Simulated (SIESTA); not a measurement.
# A self-consistent single point of Cl2 (Cmce, 4 atoms in the cell) with SIESTA

Computed with GGA PBE, numerical atomic orbitals TZP, PseudoDojo PBE standard norm-conserving potentials (rewritten from UPF to PSML) (SIESTA).

Input as run:

```
# files in the folder: Cl.psml (PseudoDojo PBE standard)
SystemName  Cl2
SystemLabel cl2

NumberOfAtoms                4
NumberOfSpecies              1
%block ChemicalSpeciesLabel
  1 17 Cl
%endblock ChemicalSpeciesLabel
LatticeConstant              1.0 Bohr
%block LatticeVectors
     6.168453465   -3.888054810    0.000000000
     6.168453465    3.888054810    0.000000000
     0.000000000    0.000000000   15.878234790
%endblock LatticeVectors
AtomicCoordinatesFormat      Bohr
%block AtomicCoordinatesAndAtomicSpecies
     6.168453465   -2.997534736    9.602362489  1
     6.168453465    2.997534736    6.275872301  1
     6.168453465   -0.890520074    1.663245094  1
     6.168453465    0.890520074   14.214989695  1
%endblock AtomicCoordinatesAndAtomicSpecies

XC.functional                GGA
XC.authors                   PBE
PAO.BasisSize                TZP
PAO.EnergyShift              0.01 Ry
MeshCutoff                   400 Ry
%block kgrid.MonkhorstPack
    9   0   0  0.0
    0   9   0  0.0
    0   0   4  0.0
%endblock kgrid.MonkhorstPack
OccupationFunction           FD
ElectronicTemperature        0.02 eV

MaxSCFIterations             150
SCF.Mixer.Method             Pulay
SCF.Mixer.Weight             0.2
SCF.Mixer.History            6
SCF.DM.Tolerance             1.0E-05
Diag.ParallelOverK           true
WriteForces                  true
```

Log, with long lists cut:

```
reinit: Reading from file input.fdf

reinit: System Name: Cl2
reinit: System Label: cl2

coor:   Atomic-coordinates input format  =     Cartesian coordinates
coor:                                            (in Bohr units)

siesta: Atomic coordinates (Bohr) and species
siesta:      6.16845  -2.99753   9.60236  1        1
siesta:      6.16845   2.99753   6.27587  1        2
siesta:      6.16845  -0.89052   1.66325  1        3
siesta:      6.16845   0.89052  14.21499  1        4

siesta: System type = bulk

initatomlists: Number of atoms, orbitals, and projectors:      4    68    72

siesta: ******************** Simulation parameters ****************************
redata: Spin configuration                          = none
redata: Time-Reversal Symmetry                      = T
redata: Number of Atomic Species                    =        1
redata: Mesh Cutoff                                 =   400.0000 Ry
redata: Net charge of the system                    =     0.0000 |e|
redata: Min. number of SCF Iter                     =        0
redata: Max. number of SCF Iter                     =      150
redata: SCF convergence failure will abort job
redata: SCF mix quantity                            = Hamiltonian
redata: Mix DM or H after convergence               =   F
redata: Recompute H after scf cycle                 =   F
redata: Mix DM in first SCF step                    =   T
redata: No kicks to SCF
redata: DM Mixing Weight for Kicks                  =     0.5000
redata: Require Harris convergence for SCF          =   F
redata: Harris energy tolerance for SCF             =     0.000100 eV
redata: Require DM convergence for SCF              =   T
redata: DM tolerance for SCF                        =     0.000010
redata: Require EDM convergence for SCF             =   F
redata: EDM tolerance for SCF                       =     0.001000 eV
redata: Require H convergence for SCF               =   T
redata: Hamiltonian tolerance for SCF               =     0.001000 eV
redata: Require (free) Energy convergence for SCF   =   F
redata: (free) Energy tolerance for SCF             =     0.000100 eV
redata: Using DFT-D3 dispersion                     =   F
redata: Using Saved Data (generic)                  =   F
redata: Method of Calculation                       = Diagonalization
redata: Electronic Temperature                      =   232.0904 K
redata: Number of TDED substeps                     =        3
redata: Dynamics option                             = Single-point calculation
redata: Save all siesta data in one NC              =   F
redata: ***********************************************************************

%block SCF.Mixers
  Pulay
%endblock SCF.Mixers

%block SCF.Mixer.Pulay
  # Mixing method
  method pulay
  variant stable

  # Mixing options
  weight 0.2000
  weight.linear 0.2000
  history 6
%endblock SCF.Mixer.Pulay

DM_history_depth set to one: no extrapolation allowed by default for geometry relaxation
Size of DM history Fstack: 1
Total number of electrons:    28.000000
Total ionic charge:    28.000000

* ProcessorY, Blocksize:    1  64

* Orbital distribution balance (max,min):    68    68

k-point displ. along   3 input, could be:     0.00    0.50
 Kpoints in:          180 . Kpoints trimmed:          167

siesta: k-grid: Number of k-points = 167
siesta: k-points from Monkhorst-Pack grid
siesta: k-cutoff (effective) =    16.805 Ang
siesta: k-point supercell and displacements
siesta: k-grid:     9     0     0      0.000
siesta: k-grid:     0     9     0      0.000
siesta: k-grid:     0     0     4      0.000

diag: Algorithm                                     = D&C
diag: Parallel over k                               =   F
diag: Use parallel 2D distribution                  =   F
diag: Parallel block-size                           = 64
diag: Parallel distribution                         =     1 x     1
diag: Used triangular part                          = Lower
diag: Absolute tolerance                            =  0.100E-15
diag: Orthogonalization factor                      =  0.100E-05
diag: Memory factor                                 =  1.0000

superc: Internal auxiliary supercell:     5 x     5 x     3  =      75
superc: Number of atoms, orbitals, and projectors:    300   5100   5400

                        Single-point calculation

superc: Internal auxiliary supercell:     5 x     5 x     3  =      75
superc: Number of atoms, orbitals, and projectors:    300   5100   5400

outcell: Unit cell vectors (Ang):
        3.264205   -2.057470    0.000000
        3.264205    2.057470    0.000000
        0.000000    0.000000    8.402400

outcell: Cell vector modules (Ang)   :    3.858525    3.858525    8.402400
outcell: Cell angles (23,13,12) (deg):     90.0000     90.0000     64.4475
outcell: Cell volume (Ang**3)        :    112.8611
new_DM -- step:     1
Initializing Density Matrix...

Attempting to read DM from file... Failed...
DM filled with atomic data:

InitMesh: MESH = 48 x 48 x 108 = 248832
InitMesh: Mesh cutoff (required, used) =   400.000   456.607 Ry

stepf: Fermi-Dirac step function

        iscf     Eharris(eV)        E_KS(eV)     FreeEng(eV)     dDmax    Ef(eV) dHmax(eV)
   scf:    1    -1778.739943    -1781.771184    -1781.771184  0.691305 -4.852395  1.872640
   scf:    2    -1782.290046    -1782.047737    -1782.047737  0.060412 -5.189843  1.285353
   scf:    3    -1782.327308    -1782.226120    -1782.226120  0.103475 -4.593666  0.224743
   scf:    4    -1782.256801    -1782.244275    -1782.244275  0.014732 -4.686825  0.042292
   scf:    5    -1782.245126    -1782.244831    -1782.244831  0.005835 -4.684556  0.015324
   scf:    6    -1782.244968    -1782.244949    -1782.244949  0.001683 -4.691166  0.005516
   scf:    7    -1782.244969    -1782.244965    -1782.244965  0.001270 -4.689245  0.001521
   scf:    8    -1782.244967    -1782.244966    -1782.244966  0.000204 -4.689679  0.000224
   scf:    9    -1782.244966    -1782.244966    -1782.244966  0.000015 -4.689684  0.000012
   scf:   10    -1782.244966    -1782.244966    -1782.244966  0.000002 -4.689686  0.000009

SCF Convergence by DM+H criterion
max |DM_out - DM_in|         :     0.0000018315
max |H_out - H_in|      (eV) :     0.0000090779
SCF cycle converged after 10 iterations

Using DM_out to compute the final energy and forces

siesta: E_KS(eV) =            -1782.2450

siesta: E_KS - E_eggbox =     -1782.2450

siesta: Atomic forces (eV/Ang):
     1   -0.000000    0.562506    1.128228
     2   -0.000000   -0.562506   -1.128227
     3    0.000000   -0.562506    1.128227
     4   -0.000000    0.562506   -1.128227
   Tot   -0.000000   -0.000000    0.000000
   Max    1.128228
   Res    0.727853    sqrt( Sum f_i^2 / 3N )
   Max    1.128228    constrained

Stress tensor Voigt[x,y,z,yz,xz,xy] (kbar):       30.27       17.62      -10.74        0.00        0.00        0.00
(Free)E + p*V (eV/cell)    -1783.1172
Target enthalpy (eV/cell)    -1782.2450

siesta: Program's energy decomposition (eV):
siesta: Ebs     =      -330.948047
siesta: Eions   =      3151.121943
siesta: Ena     =       979.426305
siesta: Ekin    =       612.453981
siesta: Enl     =       243.978180
siesta: Eso     =         0.000000
siesta: Edftu   =         0.000000
siesta: DEna    =        18.649938
siesta: DUscf   =         1.654807
siesta: DUext   =         0.000000
siesta: Ex      =      -450.283816
siesta: Ec      =       -37.002418
siesta: Exc     =      -487.286234
siesta: Eharris =     -1782.244966
siesta: Etot    =     -1782.244966
siesta: FreeEng =     -1782.244966

siesta: Atomic forces (eV/Ang):
siesta:      1   -0.000000    0.562506    1.128228
siesta:      2   -0.000000   -0.562506   -1.128227
siesta:      3    0.000000   -0.562506    1.128227
siesta:      4   -0.000000    0.562506   -1.128227
siesta: ----------------------------------------
siesta:    Tot   -0.000000   -0.000000    0.000000

siesta: Stress tensor (static) (eV/Ang**3):
siesta:     0.018896    0.000000    0.000000
siesta:     0.000000    0.010996    0.000000
siesta:     0.000000    0.000000   -0.006706

siesta: Cell volume =        112.861102 Ang**3

siesta: Pressure (static):
siesta:                Solid            Molecule  Units
siesta:          -0.00008417          0.00013335  Ry/Bohr**3
siesta:          -0.00772859          0.01224329  eV/Ang**3
siesta:         -12.38256942         19.61591150  kBar
```

The run converged in 10 iterations.

The starting cell comes from a database of computed structures (which also holds hypothetical and non-ambient phases and stackings), without a prior relaxation at this level. Values carry the incompleteness of an atom-centred basis. Forces in this geometry exceed 1 eV/Å.
